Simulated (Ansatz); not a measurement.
An Ansatz (a program for electronic structure) run: Ti with a change (biaxial strain −1.00 %, plane normal [001], relaxed out of plane); LDA (Ansatz; PAW; 420 eV plane waves; no spin-orbit coupling).

Input:

Ansatz 0.2 input:
```yaml
crystal:
  lattice:
    - [2.8357432701, 0, 0]
    - [1.4178716351, 2.4558257105, 0]
    - [0, 0, 4.5599659954]
  atoms:
    - { symbol: Ti, position: [0.6666666667, 0.6666666667, 0.75] }
    - { symbol: Ti, position: [0.3333333333, 0.3333333333, 0.25] }
basis: { ecutwfc: 420, ecutrho_ratio: 4, xc_grid: 2, fft_grid_basis: typed }
kpoints: { mp_grid: { grid: [23, 23, 13] } }
hamiltonian:
  xc: lda
  dispersion: none
  pseudopotentials: { kind: paw }
scf: { occupations: { method: fermi_dirac, width: 0.1 } }
relax: { f_tol: 0.005, max_steps: 50, cell: { stress_tol: 0.01, fix: [a, b, gamma] } }
output: { forces: true, stress: true }
checkpoint: { write: state.ck, write_every: 1000 }
```

Output (explanatory and most iteration lines left out):

```
Relaxation: its limit of steps is 50 (relax.max_steps)
Pseudopotential: Ti, paw, valence charge 12
Crystal: 2 atoms, lattice volume = 31.756 Å³
Basis set: ecut = 420 eV, 615 PW (Γ), exchange–correlation on 40×40×64 points (8 copies of the dense FFT grid, shifted against one another)
Bands: 16, of which v1, the nominal top of the filled ones, is band 12 counted from 1 (11 counted from 0)
Symmetry: 24 space group operations
Space group: P63/mmc (ITA 194), of the structure as read, at distance tolerance 3.2e-5 Å
k-points: 392 of 6877
Functional: x = slater, c = lda
SCF iter   1: F=—  HF=-4900.634813 eV  |F-HF|=—  |Δ(HF+E_count)|=         —  Δρ=6.20e-3  dr2=5.04e-3  ethr=1.77e-3  ⟨swp⟩=3.8  Hψ=25708  notcnv=0
SCF iter   2: F=—  HF=-4900.633440 eV  |F-HF|=—  |Δ(HF+E_count)|=   1.37e-3  Δρ=3.06e-3  dr2=1.11e-3  ethr=2.10e-5  ⟨swp⟩=1.0  Hψ=9464  notcnv=0
SCF 1 converged in 6 iterations: F = -4900.633381 eV  dr2 = 7.66e-11
relax step   1: F+E_penalty+E_count = -4900.63338067 eV  Δ(F+E_penalty+E_count) = +0.000e0 eV  max|allowed force component| = 1.110e-16 eV/Å  Δτ_max = 0.0000 Å  P = +1.911 GPa  Ω = 31.756 Å³  fix = [a, b, gamma]  reactions: a +2.428, b +2.428 GPa  (6 SCF iters, dr2 threshold 1.00e-7 eV, accepted)
[... steps on the carried basis left out ...]
relax step   3: F+E_penalty+E_count = -4900.63371671 eV  Δ(F+E_penalty+E_count) = -9.975e-6 eV  max|allowed force component| = 2.776e-17 eV/Å  Δτ_max = 0.0000 Å  P = +1.341 GPa  Ω = 31.890 Å³  energy of the carried Pulay correction = -2.953e-5 eV  fix = [a, b, gamma]  reactions: a +2.012, b +2.012 GPa  (6 SCF iters, dr2 threshold 3.19e-8 eV, accepted)
Crystal: 2 atoms, lattice volume = 31.890 Å³
SCF iter   1: F=—  HF=-4900.633745 eV  |F-HF|=—  |Δ(HF+E_count)|=         —  Δρ=1.28e-4  dr2=1.08e-7  ethr=7.04e-10  ⟨swp⟩=3.0  Hψ=44004  notcnv=0
SCF iter   2: F=—  HF=-4900.633748 eV  |F-HF|=—  |Δ(HF+E_count)|=   2.16e-6  Δρ=6.38e-5  dr2=2.70e-8  ethr=4.49e-10  ⟨swp⟩=1.0  Hψ=6272  notcnv=0
SCF 4 converged in 8 iterations: F = -4900.633748 eV  dr2 = 8.77e-20
SCF converged after 8 iterations
Free energy (F): -4900.633748 eV
Internal energy: -4900.560521 eV  (E = F + TS)
E sigma→0 (E₀):  -4900.597135 eV
Entropy (-TS):   -0.073227 eV (-36.614 meV/atom)
Fermi energy:    14.424863 eV
--- Forces (eV/Å), atoms counted from 1 ---
  atom   1  Ti    -0.00000000    -0.00000000     0.00000000
  atom   2  Ti    -0.00000000     0.00000000     0.00000000
--- Stress (GPa, compression-positive) ---
        2.013834      -0.000000       0.000000
       -0.000000       2.013834       0.000000
        0.000000       0.000000       0.004055
  P = ⅓ Tr σ = 1.3439 GPa (13.439 kbar)
--- Relaxed structure (3 steps of the walk, 3 accepted, 1 SCFs on fresh bases) ---
  cell:  # Å, volume = 31.8903 Å³
    - [2.835743270089979, -2.886748557865268e-11, 0.0]
    - [1.4178716350699896, 2.4558257104942447, 0.0]
    - [0.0, 0.0, 4.57924779449078]
  atoms:
    - { symbol: Ti, position: [0.6666666666666667, 0.6666666666666666, 0.7500000000000001] }
    - { symbol: Ti, position: [0.33333333333333337, 0.3333333333333333, 0.25] }
```

Stability against distortions was not tested. The final runs are not spin-polarised. The cell was made from Ti in the hcp (Mg type) structure (space group P6_3/mmc, No. 194) by this change: biaxial strain −1.00 %, plane normal [001], relaxed out of plane.
